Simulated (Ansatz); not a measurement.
AlN (Fm-3m, No. 225, 2 atoms in the cell; start mp-1330; high-pressure phase), treated with PBE0 (Ansatz, a quantum-chemistry and plane-wave program, PAW).

Settings: plane-wave cutoff 460 eV, 10×10×10 k mesh, Fermi–Dirac smearing 0.01 eV, scalar-relativistic PAW data made under PBE.

The cell is the one relaxed with PBEsol. Conventional cell: a = 4.0445 Å, b = 4.0445 Å, c = 4.0445 Å, α = 90.00°, β = 90.00°, γ = 90.00°.

```xyz
2
Lattice="0.0000 2.0223 2.0223 2.0223 0.0000 2.0223 2.0223 2.0223 0.0000" Properties=species:S:1:pos:R:3 pbc="T T T"
Al     2.0223     2.0223     2.0223
N      0.0000     0.0000     0.0000
```

List the 5 lowest band energies at Γ above −25 eV (eV, relative to the valence band maximum), grouping those that round alike.

At Γ: -19.21, 0.00 (×3), 7.93.

Note: the run warned that its exchange threshold was loose for the stress; cell and atoms aren't relaxed at this level (pressure -3.1 GPa).

A start named mp-… is a Materials Project structure, which need not be a measured phase.
